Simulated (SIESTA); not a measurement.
Input and output of a relaxation of cell and atoms for Si2Ni (Fm-3m, 3 atoms in the cell) (SIESTA).

Computed with GGA PBE, numerical atomic orbitals DZP, PseudoDojo PBE standard norm-conserving potentials (rewritten from UPF to PSML) run with SIESTA.

```xyz
3
Lattice="0.0000 2.6848 2.6848 2.6848 0.0000 2.6848 2.6848 2.6848 0.0000" Properties=species:S:1:pos:R:3 pbc="T T T"
Si     1.3424     1.3424     1.3424
Si     4.0272     4.0272     4.0272
Ni     0.0000     0.0000     0.0000
```

Reference input (self-consistent single point, DFT, GGA PBE, numerical atomic orbitals DZP, PseudoDojo PBE standard norm-conserving potentials (rewritten from UPF to PSML)): XC.functional = GGA; XC.authors = PBE; potentials = PseudoDojo PBE standard; PAO.BasisSize = DZP; PAO.EnergyShift = 0.01 Ry; MeshCutoff = 350 Ry; kgrid.MonkhorstPack = 9 9 9; OccupationFunction = MP; OccupationMPOrder = 0; ElectronicTemperature = 0.272 eV; MaxSCFIterations = 150; SCF.Mixer.Method = Pulay. This run's input differs from it in these lines:

```diff
@@ -43,2 +43,7 @@
 Diag.ParallelOverK           true
+MD.TypeOfRun                 Broyden
+MD.Steps                     40
+MD.MaxForceTol               0.02 eV/Ang
+MD.VariableCell              true
+MD.MaxStressTol              0.05 GPa
 WriteForces                  true
```

The program printed (abridged):

```
        iscf     Eharris(eV)        E_KS(eV)     FreeEng(eV)     dDmax    Ef(eV) dHmax(eV)
   scf:    1    -4695.866654    -4766.879764    -4766.894965  1.570400 -2.157670 37.225726
   scf:    2    -4805.483204    -4794.591617    -4794.624696  0.307852 -3.252932  7.379596
   scf:    3    -4795.871132    -4795.540934    -4795.577497  0.052361 -3.529649  1.424544
   scf:    4    -4794.949776    -4795.393923    -4795.429007  0.090741 -3.741760  3.032677
   scf:    5    -4795.590311    -4795.601796    -4795.638514  0.027787 -3.590907  0.331631
   scf:    6    -4795.552520    -4795.581556    -4795.618462  0.005664 -3.557315  1.029480
   scf:    7    -4795.606477    -4795.604393    -4795.640972  0.006855 -3.605095  0.038614
mix: Pulay -- inversion failed, > SVD [rank/size] 4 / 6
   scf:    8    -4795.604419    -4795.604413    -4795.641002  0.000174 -3.603866  0.010640
   scf:    9    -4795.604379    -4795.604403    -4795.640999  0.000184 -3.602760  0.015891
mix: Pulay -- inversion failed, > SVD [rank/size] 4 / 7
   scf:   10    -4795.604420    -4795.604413    -4795.641005  0.000087 -3.603363  0.002605
mix: Pulay -- inversion failed, > SVD [rank/size] 3 / 7
   scf:   11    -4795.604415    -4795.604414    -4795.641005  0.000018 -3.603485  0.000083
SCF Convergence by DM+H criterion
max |DM_out - DM_in|         :     0.0000176481
max |H_out - H_in|      (eV) :     0.0000830853
SCF cycle converged after 11 iterations

Using DM_out to compute the final energy and forces

siesta: E_KS(eV) =            -4795.6044

siesta: E_KS - E_eggbox =     -4795.6044

siesta: Atomic forces (eV/Ang):
     1   -0.000367   -0.000367   -0.000367
     2    0.000367    0.000367    0.000367
     3   -0.000000   -0.000000   -0.000000
   Tot    0.000000    0.000000    0.000000
   Max    0.000367
   Res    0.000300    sqrt( Sum f_i^2 / 3N )
   Max    0.000367    constrained

Stress tensor Voigt[x,y,z,yz,xz,xy] (kbar):      -56.79      -56.79      -56.79       -0.33       -0.33       -0.33
(Free)E + p*V (eV/cell)    -4794.2690
Target enthalpy (eV/cell)    -4795.6410

   [... lines left out ...]
siesta: Pressure (static):         56.79301539  kBar
siesta: Pressure (total):         56.79301539  kBar
No target stress found, assuming hydrostatic MD.TargetPressure.
Target stress (kBar)
outcell: Cell volume (Ang**3)        :     40.1548
        iscf     Eharris(eV)        E_KS(eV)     FreeEng(eV)     dDmax    Ef(eV) dHmax(eV)
siesta: Pressure (static):          0.14649621  kBar
siesta: Pressure (total):          0.14649621  kBar
outcell: Cell volume (Ang**3)        :     40.1548
siesta: FreeEng =     -4795.667345
   [... lines left out ...]
siesta:    -0.000091   -0.000142   -0.000142
siesta:    -0.000142   -0.000091   -0.000142
siesta:    -0.000142   -0.000142   -0.000091

siesta: Cell volume =         40.154844 Ang**3

siesta: Pressure (static):
siesta:                Solid            Molecule  Units
siesta:           0.00000100          0.00000098  Ry/Bohr**3
siesta:           0.00009144          0.00009024  eV/Ang**3
siesta:           0.14649621          0.14458614  kBar
```

The run converged. 

Summary of the result:
- Free energy E − TS: -4795.6673 eV
- Fermi level (on the code's own zero): -3.66 eV
- Pressure: 0.01 GPa
- Final cell: a = b = c = 3.844 Å, α = β = γ = 59.99°
- Final volume per atom: 13.38 Å³
- Relaxation steps: 4

The starting cell comes from a database of computed structures (which also holds hypothetical and non-ambient phases and stackings), without a prior relaxation at this level. Its lattice was rescaled by a random factor within 2.5 % of one. Spin polarisation is off. Values carry the incompleteness of an atom-centred basis.

Cost on one core of a shared machine: roughly 3 min.
